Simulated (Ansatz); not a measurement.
Consider SrNbO3 in the cubic perovskite structure (space group Pm-3m, No. 221; a = 4.018 Å; a cell from a computed database, its experimental status unchecked).

Level of theory: PBEsol (Ansatz, a program for electronic structure; PAW; 420 eV plane waves; scalar-relativistic without spin-orbit coupling).

Base values:

- Lattice parameter a: 4.018 Å

Perturbation: hydrostatic tension (pressure −1 GPa).

**Question.** Predict the new lattice parameter a.

**Answer.** The lattice parameter a goes up by 0.007 Å, from 4.018 Å to 4.025 Å.

Load acts through the strain it causes; cell and atoms are relaxed under it. No phonon test of stability was made. No Hubbard U is applied, and correlation can decide whether such a compound is a metal. All final runs are without spin polarisation. An odd electron count without spin: SrNbO3. Many cubic perovskites are stable only at high temperature; tilts and polar distortions were not tested.
